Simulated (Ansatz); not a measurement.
**Hypothetical cubic perovskite TlSbO3: response to strain**

The reference is TlSbO3 in the cubic perovskite structure (space group Pm-3m, No. 221; a = 4.0502 Å; a hypothetical phase, not in the database extracts checked). Axes: x, y, z lie along the cube axes.

Strains are applied to the cell and any free atomic positions relax; under biaxial strain the out-of-plane vector relaxes too; under stress the whole cell relaxes.

Level of theory: DFT with r2SCAN, PAW potentials and a 500 eV plane-wave cutoff in Ansatz (a first-principles code), spin-orbit coupling left out.

Notes on the quantities. energy relative to the base: free energy F; pressure: mean of the normal stresses, compression positive.

| case | space group | energy relative to the base | pressure |
|---|---|---|---|
| base | Pm-3m (No. 221) | 0 meV/atom | 0.0 GPa |
| biaxial strain −2.92 %, plane normal [001], relaxed out of plane | P4/mmm (No. 123) | +25 meV/atom | ? |
| biaxial strain +1.95 %, plane normal [111], relaxed out of plane | R-3m (No. 166) | +9.7 meV/atom | -3.8 GPa |
| biaxial strain +3.46 %, plane normal [111], relaxed out of plane | R-3m (No. 166) | +29 meV/atom | -6.3 GPa |
| uniaxial strain ε_xx = −1.32 % | P4/mmm (No. 123) | +2.1 meV/atom | 2.2 GPa |
| uniaxial strain ε_xx = +1.08 % | P4/mmm (No. 123) | +1.3 meV/atom | -1.6 GPa |
| uniaxial strain ε_zz = −0.68 % | P4/mmm (No. 123) | ? | 1.1 GPa |
| uniaxial stress, 1 GPa compression along x | P4/mmm (No. 123) | +0.2 meV/atom | – |
| tensor shear ε_xz = +2.48 % | Cmmm (No. 65) | +10 meV/atom | 0.2 GPa |

Q: Some entries are withheld; estimate them.

A: 
- biaxial strain −2.92 %, plane normal [001], relaxed out of plane, pressure: 7.4 GPa
- uniaxial strain ε_zz = −0.68 %, energy relative to the base: +0.5 meV/atom

Without a gap, meshes like the base's 12×12×12 leave anisotropic stresses uncertain by several tenths of a GPa, and small strain energies with them. Stability under load was not tested beyond the relaxation. The final runs are not spin-polarised. Many cubic perovskites are stable only at high temperature; tilts and polar distortions were not tested.
